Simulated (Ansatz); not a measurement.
The starting structures come from a database of crystals and need not be the phases stable at ambient conditions.

By PBEsol, the system below comes out a metal.

Crystal: VIr3 (P6_3/mmc, not sure to be the ambient phase, 8 atoms a cell, 13.9 Å³ an atom, -6 GPa at this level); planes in its conventional cell.

All values below come from PBEsol (plane waves, PAW; Ansatz, an electronic-structure program).

Ballistic conductance counts the channels of both spins, as a mean over 0.1 eV about the Fermi level; spin-orbit coupling is left out.

```
plane  area (Å²)  G/A (10¹⁵ S/m²)
-----  ---------  ---------------
(001)       25.6             0.64
(110)       40.8              [?]
```

**Question.** Fill in the missing entries.

**Answer.** 
- (110), G/A (10¹⁵ S/m²): 0.51
